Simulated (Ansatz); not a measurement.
Results of PBEsol (Ansatz, a quantum-chemistry and plane-wave program, PAW) for LuAlN₂ (model structure, started from the ScAlN2 type, P3m1, No. 156, 4 atoms in the cell).

Run with plane-wave cutoff 520 eV, 12×12×6 k mesh (along the axes of the cell as run), Fermi–Dirac smearing 0.01 eV, scalar-relativistic PAW data made under PBE.

Cell (relaxed at this level):

```yaml
crystal:
  lattice:
    - [3.39808, 0.00000, 0.00000]
    - [-1.69904, 2.94282, 0.00000]
    - [0.00000, 0.00000, 5.34375]
  atoms:
    - { symbol: Lu, position: [0.33333, 0.66667, 0.99435] }
    - { symbol: N, position: [0.33333, 0.66667, 0.41371] }
    - { symbol: Al, position: [0.66667, 0.33333, 0.50642] }
    - { symbol: N, position: [0.66667, 0.33333, 0.85553] }
```

Task: Predict the band gap and bulk modulus B0.

Result: 
- band gap: 2.11 eV (on the SCF k mesh)
- bulk modulus B0: 150 GPa

Note: the bulk modulus is −V dP/dV from two relaxed cells at ±2 % in volume; the relaxation could raise the start's symmetry but not lower it, so the cell can be a saddle point.

Spin–orbit coupling is not included.

Static lattice: no zero-point or thermal effects.

Cost on a shared machine: roughly 3 core-minutes.

A model structure was made by putting elements into a prototype or built by hand; it is no filed structure, need not be a known phase, and can be a saddle point held by its symmetry.
